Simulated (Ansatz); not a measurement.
## Thickness series in ZrC

Take ZrC in the rock salt structure (space group Fm-3m, No. 225; a = 4.6689 Å) as the base. Axes: x, y, z lie along the cube axes.

Free-standing slabs (2 atom(s) a layer) normal to the z axis with 15 Å of vacuum; in-plane cell held at bulk.

Method: PBEsol (Ansatz, a program for electronic structure), scalar-relativistic without spin-orbit coupling.

Notes on the quantities. excess energy per area of both faces: slab less bulk energy over the cell's area: twice a surface energy; uncertain by up to 0.2 J/m²; layer's space group: with vacuum.

| case | excess energy per area of both faces | thickness between the outermost nuclei | layer's space group | shortest interatomic distance |
|---|---|---|---|---|
| base | – | – | – | 2.334 Å |
| 1 layer | – | – | P4/mmm (No. 123) | 2.334 Å |
| 2 layers | 3.77 J/m² | 2.20 Å | P4/nmm (No. 129) | 2.196 Å |
| 3 layers | 3.7 J/m² | 4.61 Å | P4/mmm (No. 123) | 2.247 Å |
| 4 layers | 3.7 J/m² | 6.98 Å | P4/nmm (No. 129) | 2.239 Å |
| 5 layers | 3.7 J/m² | 9.31 Å | P4/mmm (No. 123) | 2.234 Å |
| 6 layers | 3.6 J/m² | 11.65 Å | P4/nmm (No. 129) | 2.230 Å |
| 7 layers | 3.6 J/m² | 13.99 Å | P4/mmm (No. 123) | 2.230 Å |

The excess energy carries the mismatch between the slab's and the bulk's meshes. Stability against distortions was not tested. The final runs are not spin-polarised.
